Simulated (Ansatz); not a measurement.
**Pressure series in CdSe**

Take CdSe in the wurtzite structure (space group P6_3mc, No. 186; a = 4.340 Å, c = 7.078 Å) as the base.

Cell and atoms are relaxed at each pressure.

The values are results of r2SCAN in Ansatz (plane waves to 500 eV, PAW, without spin-orbit coupling), not measurements.

Candidates:
(a) pressure 1.5 GPa
(b) pressure 7.5 GPa
(c) pressure 3 GPa
(d) pressure −2 GPa
(e) pressure 0.3 GPa

Before the change:

| Item | Value |
|---|---|
| Band gap | 1.11 eV |

Problem. Order them by band gap, highest first.

Solution. (b) pressure 7.5 GPa (1.36 eV), (c) pressure 3 GPa (1.22 eV), (a) pressure 1.5 GPa (1.17 eV), (e) pressure 0.3 GPa (1.12 eV), (d) pressure −2 GPa (1.00 eV)

Load acts through the strain it causes; cell and atoms are relaxed under it. No phonon test of stability was made. Measured, CdSe leaves this structure (for rock salt) near 2.72 GPa (temperature not stated; as listed in Datta, Sujoy, Jana, Debnarayan, arXiv (2020)), on rising pressure, with hysteresis.

Ansatz is a program for electronic structure.
